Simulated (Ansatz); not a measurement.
The starting structures come from a database of crystals and need not be the phases stable at ambient conditions.

 Where the default PAW files enter, the runs use the earlier of Ansatz's two default sets.

Tunnelling through a barrier is set by its complex band structure: the current falls as exp(−2κd) with the smallest κ.

Data:

```xyz
4
Lattice="4.5062 0.0000 0.0000 0.0000 4.5062 0.0000 0.0000 0.0000 6.3488" Properties=species:S:1:pos:R:3 pbc="T T T"
Al     0.0000     0.0000     0.0000
In     2.2531     2.2531     3.1744
Sb     0.0000     2.2531     1.4816
Sb     2.2531     0.0000     4.8672
```

Space group of this cell: P-4m2. The cell is taken as given.

Transport runs along the normal of the first two printed cell vectors, the (001) plane of the conventional cell.

The gap is the functional's own, uncorrected, and κ follows it; spin-orbit coupling is left out. Mid-gap values are interpolated between the computed energies.

**Question.** Give the band gap and the smallest decay constant κ at mid-gap that r2SCAN in Ansatz (a program for electronic structure) yields.

**Answer.** Gap 0.94 eV on a 8×8×6 mesh; κ = 0.071 1/Å, at the zone centre.
